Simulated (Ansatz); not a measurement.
The starting structures come from a database of crystals and need not be the phases stable at ambient conditions.

 Where the default PAW files enter, the runs use the earlier of Ansatz's two default sets.

Data:

```xyz
12
Lattice="5.1226 0.0000 0.0000 1.0707 5.0094 0.0000 0.9201 0.7442 7.8214" Properties=species:S:1:pos:R:3 pbc="T T T"
Pd     3.0214     0.3721     3.9107
Pd     0.5354     2.5047     0.0000
Se     5.5343     0.9024     5.8660
Se     1.5792     4.8513     1.9553
O      5.0446     4.6537     2.2648
O      2.0688     1.1000     5.5565
O      1.0481     1.4211     1.6459
O      6.0654     4.3326     6.1755
O      4.6498     1.4335     4.5128
O      2.4637     4.3202     3.3086
O      5.1998     1.8783     7.2193
O      1.9136     3.8753     0.6021
```

Space group of this cell: C2/c. The cell is taken as given; by PBEsol its mean pressure is -4.9 GPa.

Transport runs along the normal of the first two printed cell vectors.

No gap correction and no spin-orbit coupling; mid-gap values are interpolated between computed energies.

Problem. Estimate the band gap and the smallest decay constant κ at mid-gap that Ansatz (a first-principles code) with PBEsol returns for this system.

Solution. Gap 1.16 eV on a 6×6×4 mesh; κ = 0.315 1/Å, at (0.500, 0.500) of the in-plane reciprocal vectors. At the zone centre, at the nearest computed energy, the slowest state has κ = 0.43 1/Å.
